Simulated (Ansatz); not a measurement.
System: SnO2 (Pa-3, No. 205, 12 atoms in the cell; start mp-697; a measured phase of this formula has another space group). Method: LDA (Ansatz, a quantum-chemistry and plane-wave program, PAW).

Run with plane-wave cutoff 500 eV, 8×8×8 k mesh, gaussian smearing 0.02 eV, scalar-relativistic PAW data made under PBE.

Cell (relaxed at this level):

SnO$_{2}$ is modelled in the cubic space group Pa-3 (No. 205), Pearson symbol cP12. Conventional cell: a = b = c = 5.0679 Å, α = β = γ = 90.00°. Sn on 4a sees 6 O at 2.070 Å (octahedral). O on 8c is coordinated by 3 Sn at 2.070 Å (trigonal planar). (Neighbours: up to the widest gap in distance over summed covalent radii, below 1.35, at either atom; cation-cation and far metal-metal contacts left out.)

Give the computed band gap.


- band gap: 1.09 eV (on the SCF k mesh)

Note: the relaxation could not lower the start's symmetry, so the cell can be a saddle point above a distorted one.

Spin–orbit coupling is not included.

It cost very roughly 4 core-minutes of CPU time.

A start named mp-… is a Materials Project structure, which need not be a measured phase.
